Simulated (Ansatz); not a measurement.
MgS (F-43m, No. 216, 2 atoms in the cell; start mp-13032; metastable phase), treated with r²SCAN in Ansatz (plane waves, PAW).

Run with plane-wave cutoff 560 eV, 10×10×10 k mesh, Fermi–Dirac smearing 0.01 eV, scalar-relativistic PAW data made under PBE.

The cell is the one relaxed with PBEsol. Conventional cell: a = 5.6516 Å, b = 5.6516 Å, c = 5.6516 Å, α = 90.00°, β = 90.00°, γ = 90.00°.

```
MgS
1.0
    0.00000     2.82578     2.82578
    2.82578     0.00000     2.82578
    2.82578     2.82578     0.00000
Mg S
1 1
Direct
  0.00000   0.00000   0.00000
  0.25000   0.25000   0.25000
```

Problem. List the 5 lowest band energies at Γ above −25 eV (eV, relative to the valence band maximum), grouping those that round alike.

Solution. At Γ: -11.76, 0.00 (×3), 4.18.

Note: cell and atoms aren't relaxed at this level (pressure 0.4 GPa).

A start named mp-… is a Materials Project structure, which need not be a measured phase.

Ansatz is a program for electronic structure.
